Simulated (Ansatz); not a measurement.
Take Ga2O3 in the corundum structure (space group R-3c, No. 167; a = 5.0577 Å, c = 13.6230 Å (hexagonal axes)) as the base.

All numbers come from PBE, PAW, 420 eV (Ansatz, a program for electronic structure; no spin-orbit coupling).

For the base:

```
Quantity                     Result
-------------------  --------------
Electron mass        0.21 mₑ (at Γ)
Smallest direct gap         2.63 eV
Volume per atom            10.06 Å³
```

It is then changed as follows: a hydrostatic pressure of 2.1 GPa.

Q: How does this affect the electron mass, smallest direct gap and volume per atom?

A: The electron mass stays 0.21 mₑ (at Γ); the smallest direct gap grows by 0.11 eV (2.63 eV → 2.74 eV); the volume per atom decreases by 0.10 Å³, from 10.06 Å³ to 9.96 Å³.

Load acts through the strain it causes; cell and atoms are relaxed under it. Effective masses come from finite differences of ±0.01 Å⁻¹. Stability against distortions was not tested.
